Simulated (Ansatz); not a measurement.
The structure below was relaxed with Kohn–Sham DFT with the r2SCAN functional, run in Ansatz (a first-principles code) with PAW and 500 eV plane waves, no spin-orbit coupling, at pressure 75 GPa.

```
BeTe
1.0
    0.00000     2.40326     2.40326
    2.40326     0.00000     2.40326
    2.40326     2.40326     0.00000
Te Be
1 1
Direct
  0.75000   0.75000   0.75000
  0.00000   0.00000   0.00000
```

Task: Find the space group and the Wyckoff positions.

Result: Space group F-43m (No. 216); a = b = c = 4.807 Å, α = β = γ = 90.00°

| atom | site | symmetry | x | y | z |
|---|---|---|---|---|---|
| Te | 4c | -43m | 0.2500 | 0.2500 | 0.2500 |
| Be | 4a | -43m | 0.0000 | 0.0000 | 0.0000 |

Task: Describe the coordination.

Result: The crystal has 8 atoms in its conventional cell. Cell: a = 4.807 Å, b = 4.807 Å, c = 4.807 Å, α = 90.00°, β = 90.00°, γ = 90.00°. Te sees 4 Be at 2.081 Å (tetrahedral). Be sees 4 Te at 2.081 Å (tetrahedral). (Neighbours: up to the widest gap in distance over summed covalent radii, below 1.35, at either atom; cation-cation and far metal-metal contacts left out.)

With Te present, leaving out spin-orbit coupling can change the band edges. Load acts through the strain it causes; cell and atoms are relaxed under it. Stability against distortions was not tested. No other phases were tried under pressure. The cell was made from BeTe in the zinc blende structure (space group F-43m, No. 216) by this change: pressure 75 GPa.
